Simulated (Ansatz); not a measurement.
fluorite-type CoSi2 (0 0 1) on Si0.875Ge0.125, ordered (0 0 1) (film strained to the substrate, started from cuts of the bulks and a machine-learned relaxation)

A periodic stack without vacuum, fluorite-type CoSi2 (0 0 1) on Si0.875Ge0.125, ordered (0 0 1) (film strained to the substrate, started from cuts of the bulks and a machine-learned relaxation): substrate slab Ge2Si20, film Co8Si16, surface cells [[0, 1], [-1, 0]] and [[0, -1], [2, 1]], film strained by +2.6 and +2.6 %, outermost planes Si/Si and Si/Co as cut, which need not be the usual terminations and can put a slab off its formula.

The start was prepared with a machine-learned potential, and the result is one local minimum, with the in-plane cell held and forces under 0.04 eV/Å; the film can end far from its bulk form.

All values below come from PBE (plane waves to 420 eV, PAW; Ansatz, an electronic-structure program). Scalar-relativistic, without spin–orbit coupling; the runs are not spin-polarised; PBE gaps are too small against experiment. Its k-point mesh 5×5×1, Fermi–Dirac width 0.05 eV.

```
Item                                                                                       Result
--------------------------------------------------------------------------------  ---------------
interface area                                                                            30.3 Å²
period                                                                                    25.99 Å
gaps between the outermost planes at the two interfaces                           2.17 and 1.20 Å
Co–Si contacts across the interfaces within 1.22 times the sum of covalent radii   4, mean 2.29 Å
Si–Si contacts across the interfaces within 1.22 times the sum of covalent radii   4, mean 2.41 Å
```

```yaml
crystal:
  lattice:
    - [5.49367, 0.00171, -0.28357]
    - [0.00306, 5.49955, 0.09292]
    - [-1.40520, 2.28694, 26.14007]
  atoms:
    - { symbol: Ge, position: [0.90275, 0.91628, 0.17615] }
    - { symbol: Si, position: [0.40236, 0.41651, 0.17575] }
    - { symbol: Si, position: [0.07292, 0.74576, 0.01885] }
    - { symbol: Si, position: [0.57236, 0.24631, 0.01885] }
    - { symbol: Si, position: [0.34987, 0.96907, 0.06983] }
    - { symbol: Si, position: [0.84973, 0.46927, 0.06982] }
    - { symbol: Si, position: [0.62259, 0.68950, 0.12252] }
    - { symbol: Si, position: [0.12916, 0.19618, 0.12246] }
    - { symbol: Ge, position: [0.00996, 0.80938, 0.39113] }
    - { symbol: Si, position: [0.50651, 0.31266, 0.38431] }
    - { symbol: Si, position: [0.18379, 0.63518, 0.22962] }
    - { symbol: Si, position: [0.67484, 0.14411, 0.22961] }
    - { symbol: Si, position: [0.45554, 0.86369, 0.28182] }
    - { symbol: Si, position: [0.95542, 0.36379, 0.28182] }
    - { symbol: Si, position: [0.73373, 0.58980, 0.33422] }
    - { symbol: Si, position: [0.22928, 0.08542, 0.33417] }
    - { symbol: Si, position: [0.30104, 0.51802, 0.44138] }
    - { symbol: Si, position: [0.76866, 0.05031, 0.44142] }
    - { symbol: Si, position: [0.56107, 0.75797, 0.49396] }
    - { symbol: Si, position: [0.06115, 0.25815, 0.49394] }
    - { symbol: Si, position: [0.92806, 0.57911, 0.53992] }
    - { symbol: Si, position: [0.23991, 0.89128, 0.53978] }
    - { symbol: Co, position: [0.69941, 0.11661, 0.77412] }
    - { symbol: Co, position: [0.19967, 0.61620, 0.77472] }
    - { symbol: Co, position: [0.14907, 0.16721, 0.67271] }
    - { symbol: Co, position: [0.64890, 0.66743, 0.67267] }
    - { symbol: Co, position: [0.79879, 0.01802, 0.97257] }
    - { symbol: Co, position: [0.29877, 0.51809, 0.97243] }
    - { symbol: Co, position: [0.24960, 0.06669, 0.87430] }
    - { symbol: Co, position: [0.74960, 0.56671, 0.87431] }
    - { symbol: Si, position: [0.92680, 0.39356, 0.72443] }
    - { symbol: Si, position: [0.42219, 0.88896, 0.72445] }
    - { symbol: Si, position: [0.42337, 0.39301, 0.72420] }
    - { symbol: Si, position: [0.92620, 0.89017, 0.72419] }
    - { symbol: Si, position: [0.38705, 0.42922, 0.62499] }
    - { symbol: Si, position: [0.86323, 0.95319, 0.62503] }
    - { symbol: Si, position: [0.85079, 0.41830, 0.62336] }
    - { symbol: Si, position: [0.39880, 0.96640, 0.62341] }
    - { symbol: Si, position: [0.02504, 0.29117, 0.92544] }
    - { symbol: Si, position: [0.52517, 0.79134, 0.92540] }
    - { symbol: Si, position: [0.52432, 0.29212, 0.92381] }
    - { symbol: Si, position: [0.02439, 0.79215, 0.92382] }
    - { symbol: Si, position: [0.47494, 0.34115, 0.82389] }
    - { symbol: Si, position: [0.97353, 0.84247, 0.82387] }
    - { symbol: Si, position: [0.97453, 0.34086, 0.82488] }
    - { symbol: Si, position: [0.47514, 0.84147, 0.82488] }
```
